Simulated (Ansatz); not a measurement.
Start from CaIr2 in the cubic Laves (MgCu2 type) structure (space group Fd-3m, No. 227; a = 7.485 Å; a cell from a computed database, its experimental status unchecked).

Modification: a hydrostatic pressure of 5 GPa.

Levels (all Ansatz, an electronic-structure program, PAW): PBEsol (420 eV, spin-orbit coupling left out); PBEsol+SOC (420 eV, with spin-orbit coupling).

The geometry is relaxed with PBEsol.

* **PBEsol pressure**: 5.0 GPa

With PBEsol+SOC at the same geometry, the pressure goes up by 0.5 GPa to 5.5 GPa.

Single points use the geometry relaxed with PBEsol. The spin-orbit shifts are approximate. Load acts through the strain it causes; cell and atoms are relaxed under it. No phonon test of stability was made. No other phases were tried under pressure. The runs without spin-orbit coupling are not spin-polarised. CaIr2 has a high density of states at the Fermi level and may be magnetic at this level.
